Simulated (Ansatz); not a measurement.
WSi2 (P6₂22, No. 180, 9 atoms in the cell; start mp-8939; a measured phase of this formula has another space group) was calculated with r²SCAN-D4 in Ansatz (PAW).

Settings: plane-wave cutoff 500 eV, 12×12×6 k mesh (along the axes of the cell as run), Fermi–Dirac smearing 0.05 eV, no spin polarisation, scalar-relativistic PAW data made under PBE.

Cell (relaxed at this level):

```
CELL_PARAMETERS angstrom
      4.56658     0.00000     0.00000
     -2.28329     3.95478     0.00000
      0.00000     0.00000     6.59320
ATOMIC_POSITIONS crystal
  Si 0.83644 0.67288 0.50000
  Si 0.16356 0.83644 0.83333
  Si 0.32712 0.16356 0.16667
  Si 0.16356 0.32712 0.50000
  Si 0.83644 0.16356 0.83333
  Si 0.67288 0.83644 0.16667
  W  0.00000 0.50000 0.16667
  W  0.50000 0.00000 0.50000
  W  0.50000 0.50000 0.83333
```

Problem. Predict the band gap.

Solution. 
* **band gap**: 0.12 eV (under three smearing widths, so not firm)

Note: the relaxation could not lower the start's symmetry, so the cell can be a saddle point above a distorted one.

Spin–orbit coupling is not included.

Computed values are for the static lattice.

The result took about 2.7 core-minutes (a rough figure).

A start named mp-… is a Materials Project structure, which need not be a measured phase.

Ansatz is a first-principles code.
